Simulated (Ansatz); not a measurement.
Consider GaN in the wurtzite structure (space group P6_3mc, No. 186).

```yaml
crystal:
  lattice:
    - [3.18312, 0.00000, 0.00000]
    - [-1.59156, 2.75667, 0.00000]
    - [0.00000, 0.00000, 5.18363]
  atoms:
    - { symbol: Ga, position: [0.66667, 0.33333, 0.00099] }
    - { symbol: Ga, position: [0.33333, 0.66667, 0.50099] }
    - { symbol: N, position: [0.66667, 0.33333, 0.62421] }
    - { symbol: N, position: [0.33333, 0.66667, 0.12421] }
```

Cartesian axes are those of the cell as printed.

Method: r2SCAN (Ansatz, a first-principles code, PAW, scalar-relativistic without spin-orbit coupling).

Before the change:

| Property | Value |
|---|---|
| Band gap | 2.35 eV |
| Gap character | direct at Γ |
| Valence-band top at Γ | 0.00, 0.00, -0.04 eV |

It is then changed as follows: the symmetric strain tensor [0.0248 0.0112 0.0086; 0.0112 -0.0035 -0.0014; 0.0086 -0.0014 -0.0067], atoms relaxed at fixed cell.

Predict the new band gap, gap character, stress and valence-band top at Γ.

The band gap drops by 0.18 eV (2.35 eV → 2.17 eV); the gap character remains direct at Γ; the stress (xx, yy, zz, yz, xz, xy; compression positive) amounts to (-7.59, -1.25, 0.62, 0.22, -1.77, -2.65) GPa; the valence-band top at Γ (three highest levels, from the VBM) changes from 0.00, 0.00, -0.04 eV to 0.00, -0.06, -0.23 eV.

No phonon test of stability was made. Labels are those of the standard path for the cell's own space group.
